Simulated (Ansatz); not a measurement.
Ti2InC (P6₃/mmc, No. 194; cell taken from a computed entry) was calculated with r²SCAN (Ansatz, a quantum-chemistry and plane-wave program, PAW).

Numerical settings: plane-wave cutoff 600 eV, 24×24×4 k mesh (along the axes of the cell as run), Fermi–Dirac smearing 0.048 eV (set by the program), no spin polarisation, scalar-relativistic PAW data made under PBE.

Computed at the level's own relaxed cell.

### Question
Estimate the Voigt–Reuss–Hill bulk modulus, polycrystal shear modulus (Hill average), Young modulus and Poisson ratio that the calculation returns.

### Answer

- Voigt–Reuss–Hill bulk modulus = 138 GPa
- polycrystal shear modulus (Hill average) = 106 GPa
- Young modulus = 254 GPa
- Poisson ratio = 0.193

Note: the relaxation could not lower the start's symmetry, so the cell can be a saddle point above a distorted one.

Elastic constants are with the ions relaxed.

Spin–orbit coupling is not included.

Computed values are for the static lattice.

Cost on a shared machine: very roughly 2.8 core-hours.
